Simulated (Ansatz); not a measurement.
CsGeI₃ (R3m, No. 160, 5 atoms in the cell; start mp-28377)

The numbers are results of LDA (PAW; Ansatz, a first-principles code), not measurements.

Run with plane-wave cutoff 500 eV, 8×8×8 k mesh, gaussian smearing 0.02 eV, scalar-relativistic PAW data made under PBE.

Cell (relaxed at this level):

```
CsGeI3
1.0
    4.09045    -4.06348     0.08899
    4.09045     4.06348     0.08899
   -0.18113     0.00000     5.76377
Cs Ge I
1 1 3
Cartesian
  7.32365   0.00000   3.58552
  3.16022   0.00000   0.72445
  3.24919   0.00000   3.50997
  5.36823  -2.01423   0.64739
  5.36823   2.01423   0.64739
```

- band gap = 0.38 eV (on the SCF k mesh)

Note: the relaxation could not lower the start's symmetry, so the cell can be a saddle point above a distorted one.

Spin–orbit coupling is not included; with these elements it can move the gap by several tenths of an eV or more.

The computed numbers hold no vibrational or temperature effects.

A start named mp-… is a Materials Project structure, which need not be a measured phase.
